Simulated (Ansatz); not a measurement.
The starting structures come from a database of crystals and need not be the phases stable at ambient conditions.

Tunnelling through a barrier is set by its complex band structure: the current falls as exp(−2κd) with the smallest κ.

Here is the system:

```xyz
10
Lattice="3.9591 0.0000 0.0000 0.0000 7.7458 0.0000 0.0000 3.8729 3.8729" Properties=species:S:1:pos:R:3 pbc="T T T"
Na     1.9796     1.9365     1.9365
Na     1.9796     5.8094     1.9365
Ta     0.0000     0.0000     0.0000
Ta     0.0000     3.8729     0.0000
O      0.0000     5.8094     3.4594
O      0.0000     5.8094     0.4135
O      0.0000     3.4594     1.9365
O      0.0000     8.1593     1.9365
O      1.9796     0.0000     0.0000
O      1.9796     3.8729     0.0000
```

Space group of this cell: P4/mbm. The cell is taken as given.

Transport runs along the normal of the first two printed cell vectors, the (110) plane of the conventional cell.

The gap is the functional's own. No spin-orbit coupling. Mid-gap values are interpolated on the energy grid.

Problem. State the band gap and the smallest decay constant κ at mid-gap according to PBEsol (Ansatz, a quantum-chemistry and plane-wave program).

Solution. Gap 2.31 eV on a 8×8×8 mesh; κ = 0.248 1/Å, at the zone centre.
